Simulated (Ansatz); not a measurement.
Worked example: self-consistent single point of a (001) slab of ScAg2 (cut from a parent of space group no. 139; 6 atoms in the cell) in Ansatz (an electronic-structure program).

Method: PBEsol, default PAW files made with PBE (plane waves; Ansatz).

```yaml
crystal:
  lattice:
    - [3.54887, 0.00000, 0.00000]
    - [0.00000, 3.54887, 0.00000]
    - [0.00000, 0.00000, 21.46061]
  atoms:
    - { symbol: Sc, position: [0.00000, 0.00000, 0.60430] }
    - { symbol: Ag, position: [0.50000, 0.50000, 0.67382] }
    - { symbol: Ag, position: [0.00000, 0.00000, 0.32618] }
    - { symbol: Sc, position: [0.50000, 0.50000, 0.39570] }
    - { symbol: Ag, position: [0.00000, 0.00000, 0.46522] }
    - { symbol: Ag, position: [0.50000, 0.50000, 0.53478] }
```

Reference input (self-consistent single point, DFT, PBEsol, plane waves, default PAW files made with PBE): basis.ecutwfc = 420 eV; kpoints.mp_grid.grid = 9 9 1; hamiltonian.xc = pbesol; hamiltonian.pseudopotentials = {kind: paw} (the program's default PAW files); scf.occupations.method = fermi_dirac; scf.occupations.width = 0.1 eV. This run's input differs from it in these lines:

Ansatz 0.2 input:
```diff
@@ -16,3 +16,3 @@
 kpoints:
-  mp_grid: { grid: [9, 9, 1] }
+  mp_grid: { grid: [7, 7, 1] }
 hamiltonian:
```

The program printed (abridged):

```
SCF iter   1: F=—  HF=-34311.295267 eV  |F-HF|=—  |Δ(HF+E_count)|=         —  Δρ=4.61e-3  dr2=1.45e-1  ethr=1.77e-3  ⟨swp⟩=6.7  Hψ=2187  notcnv=0
all-band conjugate gradients solve this SCF's bands
preconditioner: auto → LDOS
SCF iter   2: F=—  HF=-34311.303990 eV  |F-HF|=—  |Δ(HF+E_count)|=   8.72e-3  Δρ=6.36e-3  dr2=9.95e-2  ethr=1.48e-4  ⟨swp⟩=2.2  Hψ=1221  notcnv=0
   [... lines left out ...]
SCF iter   6: F=—  HF=-34311.279102 eV  |F-HF|=—  |Δ(HF+E_count)|=   2.46e-5  Δρ=6.20e-5  dr2=1.38e-5  ethr=6.66e-8  ⟨swp⟩=2.0  Hψ=848  notcnv=0
SCF iter   7: F=—  HF=-34311.279101 eV  |F-HF|=—  |Δ(HF+E_count)|=   3.91e-7  Δρ=2.28e-5  dr2=1.97e-6  ethr=1.41e-8  ⟨swp⟩=2.0  Hψ=850  notcnv=0
SCF iter   8: F=—  HF=-34311.279101 eV  |F-HF|=—  |Δ(HF+E_count)|=   2.50e-7  Δρ=6.95e-6  dr2=1.52e-7  ethr=2.01e-9  ⟨swp⟩=2.0  Hψ=855  notcnv=0
SCF iter   9: F=-34311.279102 eV  HF=-34311.279102 eV  |F-HF|=6.55e-10  |Δ(HF+E_count)|=   1.23e-7  Δρ=1.54e-6  dr2=6.39e-9  ethr=1.02e-10  ⟨swp⟩=6.6  Hψ=2258  notcnv=0
SCF 1 converged in 9 iterations: F = -34311.279102 eV  dr2 = 6.39e-9
Free energy (F): -34311.279102 eV
Internal energy: -34311.110073 eV  (E = F + TS)
E sigma→0 (E₀):  -34311.194587 eV
Entropy (-TS):   -0.169029 eV (-28.172 meV/atom)
Fermi energy:    3.644968 eV
--- Forces (eV/Å), atoms counted from 1 ---
  atom   1  Sc     0.00000000     0.00000000     0.09253679
  atom   2  Ag     0.00000000     0.00000000    -0.18139408
  atom   3  Ag     0.00000000     0.00000000     0.18139408
  atom   4  Sc     0.00000000     0.00000000    -0.09253679
  atom   5  Ag     0.00000000     0.00000000     0.20937596
  atom   6  Ag     0.00000000     0.00000000    -0.20937596
--- Stress (GPa, compression-positive) ---
       -2.538834       0.000000       0.000000
        0.000000      -2.538834       0.000000
        0.000000       0.000000      -0.742231
  P = ⅓ Tr σ = -1.9400 GPa (-19.400 kbar)
  The stress holds the Pulay correction. Without it, at fixed plane waves, as pw.x and ABINIT print it: P = -1.9526 GPa
```

The run converged in 9 iterations. Against the reference run the free energy rises by 1.1 meV/atom and the largest force goes from 0.234 to 0.209 eV/Å.

The starting cell comes from a database of computed structures (which also holds hypothetical and non-ambient phases and stackings), without a prior relaxation at this level. The slab is cut from that crystal, and its faces are unrelaxed. Its lattice was rescaled by up to half a per cent.
